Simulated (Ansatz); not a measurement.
The starting structures come from a database of crystals and need not be the phases stable at ambient conditions.

 Where the default PAW files enter, the runs use the earlier of Ansatz's two default sets.

Evanescent states of K$_{2}$Ge$_{2}$Pb$_{2}$O$_{7}$ (P-3, not sure to be the ambient phase, 13 atoms a cell, 18.7 Å³ an atom, -4 GPa at this level) along the normal of (001)

Computed with r2SCAN (plane waves, PAW; Ansatz, a first-principles code).

No gap correction and no spin-orbit coupling; mid-gap values are interpolated between computed energies.

Energies count from the valence-band top; κ is the least over a 6×6 mesh across the current.

```
E (eV)  κ (1/Å)  where
------  -------  -----
0.09      0.185  off Γ
0.26      0.290      Γ
0.42      0.361      Γ
0.59      0.434      Γ
0.77      0.453  off Γ
0.94        ___  off Γ
1.10        ___  off Γ
1.27        ___  off Γ
1.45        ___  off Γ
1.61        ___  off Γ
1.78        ___  off Γ
1.96        ___  off Γ
2.12        ___  off Γ
2.29        ___  off Γ
2.46        ___  off Γ
2.63        ___  off Γ
2.81      0.356  off Γ
2.98      0.326  off Γ
3.15      0.289  off Γ
3.31      0.237  off Γ
3.48      0.152  off Γ
```

Q: Fill in the missing entries.

A: 
- 0.94, κ (1/Å): 0.457
- 1.10, κ (1/Å): 0.460
- 1.27, κ (1/Å): 0.460
- 1.45, κ (1/Å): 0.458
- 1.61, κ (1/Å): 0.454
- 1.78, κ (1/Å): 0.448
- 1.96, κ (1/Å): 0.439
- 2.12, κ (1/Å): 0.429
- 2.29, κ (1/Å): 0.415
- 2.46, κ (1/Å): 0.399
- 2.63, κ (1/Å): 0.380
